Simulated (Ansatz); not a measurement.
# MgTe: pressure series

The reference is MgTe in the wurtzite structure (space group P6_3mc, No. 186; a = 4.5609 Å, c = 7.4128 Å).

Cell and atoms are relaxed at each pressure.

All numbers come from Ansatz (a program for electronic structure), PBEsol, PAW, cutoff 420 eV, without spin-orbit coupling, earlier PAW set.

Candidates:
(a) pressure 30 GPa
(b) pressure 1.8 GPa
(c) pressure −1 GPa
(d) pressure −2 GPa
(e) pressure 9 GPa

Base values:

| Item | Result |
|---|---|
| Band gap | 2.39 eV |

Problem. Order them by band gap, highest first.

Solution. (e) pressure 9 GPa (2.93 eV), (b) pressure 1.8 GPa (2.59 eV), (c) pressure −1 GPa (2.26 eV), (d) pressure −2 GPa (2.12 eV), (a) pressure 30 GPa (0.64 eV)

From pressure 30 GPa on, the axis ratios lie over 15 % from the base's, so the cell there is far from its starting form. With Te present, leaving out spin-orbit coupling can change the band edges. Load acts through the strain it causes; cell and atoms are relaxed under it. Stability against distortions was not tested. Tetrahedral semiconductors of this kind turn to denser phases somewhere between about 1 and 50 GPa; those were not computed, so compressed cells here can lie past the real transition. Along this pressure series the structure jumps between pressure 9 GPa and pressure 18 GPa; cells beyond that are another form of it.
